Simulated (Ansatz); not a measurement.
Consider the following.

```
CELL_PARAMETERS angstrom
      0.00000     1.81236     1.81236
      1.81236     0.00000     1.81236
      1.81236     1.81236     0.00000
ATOMIC_POSITIONS crystal
  N  0.75000 0.75000 0.75000
  B  0.00000 0.00000 0.00000
```

No spin polarisation.

Method: PBE (Ansatz, a program for electronic structure; PAW; 420 eV plane waves; no SOC). k-mesh 16×16×16 (Γ-centred); smearing 0.05 eV (Fermi–Dirac).

Problem. Predict the electron mass, hole mass, gap character and band gap.

Solution. Electron mass: 0.91 mₑ along k, 0.30 mₑ across (at X)
Hole mass (degenerate bands, along [100]): 0.50, 0.53, 0.53 mₑ (at Γ)
Gap character: indirect, Γ → X
Band gap: 4.46 eV

Masses are band curvatures over ±0.01 Å⁻¹ around the edge. Along k means along the line from Γ to the band edge. No phonon test of stability was made. The cell was made from BP by this change: P → N.
